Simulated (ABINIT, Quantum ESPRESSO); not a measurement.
An ABINIT input for a self-consistent single point of NaPt2 (Fd-3m, 6 atoms in the cell) (DFT, LDA (PW92), plane waves, PAW (JTH v2.0 LDA PAW)):

```
# NaPt2, JTH v2.0 LDA PAW
pp_dirpath "./"
pseudos "Na.LDA_PW-JTH.xml, Pt.LDA_PW-JTH.xml"
acell 5.2004917756 5.2004917756 5.2004917756 Angstrom
rprim
        -0.0000000000    0.7071067812    0.7071067812
         0.7071067812    0.0000000000    0.7071067812
         0.7071067812    0.7071067812   -0.0000000000
natom 6
ntypat 2
znucl 11 78
typat 1 1 2 2 2 2
xcart
         6.9490955473    6.9490955473    6.9490955473
        10.4236433209   10.4236433209   10.4236433209
         1.7372738868    1.7372738868    1.7372738868
         1.7372738868    5.2118216604    5.2118216604
         5.2118216604    5.2118216604    1.7372738868
         5.2118216604    1.7372738868    5.2118216604
ecut 60 Ry
pawecutdg 120 Ry
pawovlp -1
pawxcdev 0
occopt 3
tsmear 0.00367493
nband 37
kptopt 1
ngkpt 8 8 8
nshiftk 1
shiftk 0 0 0
nstep 60
tolvrs 1.0e-11
prtwf 0
prtden 0
enunit 2
```

Question: Give the Quantum ESPRESSO input for the same structure, mesh, smearing and functional.

Answer: One input that does it (others would too):

```fortran
&control
    calculation = 'scf',
    prefix = 'NaPt2',
    outdir = './tmp',
    pseudo_dir = './',
    tprnfor = .true.,
    tstress = .true.,
/
&system
    ibrav = 2,
    celldm(1) = 13.8981910945,
    nat = 6,
    ntyp = 2,
    ecutwfc = 40,
    ecutrho = 320,
    occupations = 'smearing',
    smearing = 'fd',
    degauss = 0.0073499,
/
&electrons
    conv_thr = 1.0e-11,
    mixing_beta = 0.4,
/
ATOMIC_SPECIES
Na    22.9898  na_lda_v1.5.uspp.F.UPF
Pt   195.0840  pt_lda_v1.4.uspp.F.UPF
ATOMIC_POSITIONS alat
Na   -0.5000000000    0.5000000000    0.5000000000
Na   -0.7500000000    0.7500000000    0.7500000000
Pt   -0.1250000000    0.1250000000    0.1250000000
Pt   -0.3750000000    0.1250000000    0.3750000000
Pt   -0.3750000000    0.3750000000    0.1250000000
Pt   -0.1250000000    0.3750000000    0.3750000000
K_POINTS automatic
8 8 8  0 0 0
```

Basis settings and potentials, where a program has them, do not carry over. This input uses DFT, LDA (PZ), plane waves, GBRV 1.5 ultrasoft (LDA) pseudopotentials. LDA parametrisations can differ slightly between programs. Both were run: pressure 4.32 GPa in ABINIT and 3.24 in Quantum ESPRESSO.

On Quantum ESPRESSO: the starting cell comes from a database of computed structures (which also holds hypothetical and non-ambient phases and stackings), without a prior relaxation at this level. For this run, on top of that: lattice scaled by 0.98. Spin polarisation is off. With a pressure of about 3 GPa the cell is away from its equilibrium volume at this level.

On ABINIT: the starting cell comes from a database of computed structures (which also holds hypothetical and non-ambient phases and stackings), without a prior relaxation at this level. For this run, on top of that: lattice scaled by 0.98. Spin polarisation is off. With a pressure of about 4 GPa the cell is away from its equilibrium volume at this level.
